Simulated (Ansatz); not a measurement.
## B2CO (model structure, P-4m2, No. 115, 4 atoms in the cell)

Method: PBE0 (Ansatz, a quantum-chemistry and plane-wave program, PAW).

Settings: plane-wave cutoff 460 eV, 10×10×8 k mesh (along the axes of the cell as run), Fermi–Dirac smearing 0.01 eV, scalar-relativistic PAW data made under PBE.

Cell (relaxed with PBEsol):

```cif
data_CB2O
_chemical_formula_sum 'B2 C1 O1'
_space_group_name_H-M_alt 'P 1'
_space_group_IT_number 1
_cell_length_a 2.64471
_cell_length_b 2.64471
_cell_length_c 3.65112
_cell_angle_alpha 90.000
_cell_angle_beta 90.000
_cell_angle_gamma 90.000
loop_
_space_group_symop_operation_xyz
  'x, y, z'
loop_
_atom_site_label
_atom_site_type_symbol
_atom_site_fract_x
_atom_site_fract_y
_atom_site_fract_z
_atom_site_occupancy
B1 B 0.00000 0.50000 0.22937 1
B2 B 0.50000 0.00000 0.77063 1
C1 C 0.00000 0.00000 0.00000 1
O1 O 0.50000 0.50000 0.50000 1
```

```json
{
  "band_gap": "3.69 eV (on the SCF k mesh) (indirect)",
  "smallest_direct_gap_on_the_k_points_sampled": "4.48 eV"
}
```

Note: the relaxation could raise the start's symmetry but not lower it, so the cell can be a saddle point; cell and atoms aren't relaxed at this level (largest force component 0.02 eV/Å, pressure -2.1 GPa).

Computing time: roughly 90 core-seconds.

A model structure was made by putting elements into a prototype or built by hand; it is no filed structure, need not be a known phase, and can be a saddle point held by its symmetry.
